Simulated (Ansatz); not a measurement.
Defect calculation: Si vacancy + Si vacancy + Eu interstitial in silicon

Computed with PBE, PAW (plane waves to 420 eV; Ansatz, an electronic-structure program). The supercell holds 64 host sites (2×2×2 repeats of the unit cell), with a 2×2×2 shifted k-point sampling for the final energies. Sites at the start: the Si site; Si 2.37 Å away; midway between the emptied sites. Energies of charged states are corrected for periodic images (point charge plus alignment at distant sites). Dielectric constants: PBE linear response of the host. Host gap at this level: 0.61 eV. Finite-size and sampling errors can reach tenths of an eV here. The semilocal functional narrows the gap, so deep levels can fall outside it. Spin–orbit coupling is left out, and no Hubbard U is applied to the open shells. Each state is the lowest found from its start.

Formation energies E_f are given with the Fermi level at the valence-band maximum. Chemical conditions: impurity bounded by its compound with the host (Δμ(Si) = 0.00 eV, Δμ(Eu) = -1.66 eV, bounded by EuSi2 (I4_1/amd); only phases computed here count, gases as isolated molecules at 0 K). Reference phases: Eu: bcc Eu, ferromagnetic, Si: silicon.

| charge | moment (μB) | point group | largest move off a lattice site (Å) | image correction with alignment (eV) | E_f, impurity bounded by its compound with the host (eV) |
|---|---|---|---|---|---|
| +1† | 8.0 | – | 0.08 | 0.14 | – |
| 0 | 7.0 | D3d | 0.07 | 0.00 | 4.32 |
| −1† | fractional | – | 0.07 | 0.07 | – |
| −2† | 6.0 | – | 0.09 | 0.36 | – |

† Not settled in this cell, so no level is given: charge +1: a level filled in part, level within 0.1 eV of a band edge or past it; charge −1: fractional moment, a level filled in part, carriers not clearly localised; charge −2: a level filled in part, carriers not clearly localised, level within 0.1 eV of a band edge or past it.

Point groups are those of the whole cell at tolerances of 0.03 and 0.1 Å ("near" where only the looser one holds); none is given for unsettled states.

Starting moments that weren't kept: charge +1 began with 6 μB and ended with 8.0; charge −2 began with 7 μB and ended with 6.0.

All states together cost roughly 2.4 core-hours.
